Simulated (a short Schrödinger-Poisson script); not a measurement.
System: gated In0.52Al0.48As/In0.53Ga0.47As δ-doped gas in a quantum well, at 20 K.

| layer | material | thickness (nm) | Na (cm⁻³) |
|---|---|---|---|
| 1 | In0.52Al0.48As | 20 | - |
| 2 | In0.52Al0.48As | 5 | - |
| 3 | In0.53Ga0.47As | 15 | - |
| 4 | In0.52Al0.48As | 4000 | 4e14 |

Constants are typed, rounded textbook-type inputs, not results; the design itself was drawn at random and stands for no fabricated device. In0.52Al0.48As: permittivity 12.5, conduction-band edge (eV) 0.52, gap (eV) 1.45, electron mass (mₑ) 0.075, Nv at 300 K (cm⁻³) 1.1e19. In0.53Ga0.47As: permittivity 13.9, conduction-band edge (eV) 0, gap (eV) 0.74, Nv at 300 K (cm⁻³) 7.7e18.

Channel valleys (confinement mass, in-plane density-of-states mass, number): Γ 0.041, 0.041, 1. At the gate the conduction-band edge of layer 1 lies 0.65 eV − eVg above the Fermi level of the channel; the field vanishes at the back. Sheet of ionised δ-doping: +4.6e12 e/cm² at 20 nm from the gate. The barrier under the gate holds no holes. Gaps are held at their typed values at every temperature. Mesh 0.08 nm at interfaces.

From a short Schrödinger-Poisson script (our own, NumPy): 1D Poisson equation in equilibrium, electrons quantum, Hartree plus LDA exchange-correlation (BenDaniel-Duke, 40 states a valley, the channel's in-plane mass for all, wave functions free to enter the barrier), parabolic valleys, classical holes, full ionisation, no traps, pinning or gate leakage.

The same stack at other levels of the model or other numerical settings:

```csv
run,sheet density of all electrons at Vg = 0.4 V (cm⁻²),sheet density of all electrons at Vg = -0.6 V (cm⁻²),capacitance at Vg = 0.4 V (μF/cm²),centroid of the channel electrons at Vg = 0.4 V (nm),rough cost against the base
base,3.50e12,1.17e12,0.383,4.96,about 1
"electrons treated as classical, Boltzmann",[?],1.54e12,0.441,[?],0.02
"electrons treated as classical, Fermi-Dirac",3.52e12,[?],0.460,4.89,0.07
"electrons treated as quantum, Hartree",3.46e12,1.14e12,0.383,5.03,about 1
mesh six times as coarse,3.50e12,1.17e12,0.383,4.92,0.3
one subband a valley,3.39e12,1.17e12,0.363,4.20,0.3
```

Task: Fill in the missing entries.

Result: 
- electrons treated as classical, Boltzmann, sheet density of all electrons at Vg = 0.4 V (cm⁻²): 4.29e12
- electrons treated as classical, Fermi-Dirac, sheet density of all electrons at Vg = -0.6 V (cm⁻²): 1.20e12
- electrons treated as classical, Boltzmann, centroid of the channel electrons at Vg = 0.4 V (nm): 0.26

The classical rows ignore confinement, and Boltzmann statistics overrate the density once the band edge passes the Fermi level.

Above a few 1e12 electrons/cm² a light Γ valley is non-parabolic and upper valleys begin to fill, which the model leaves out.
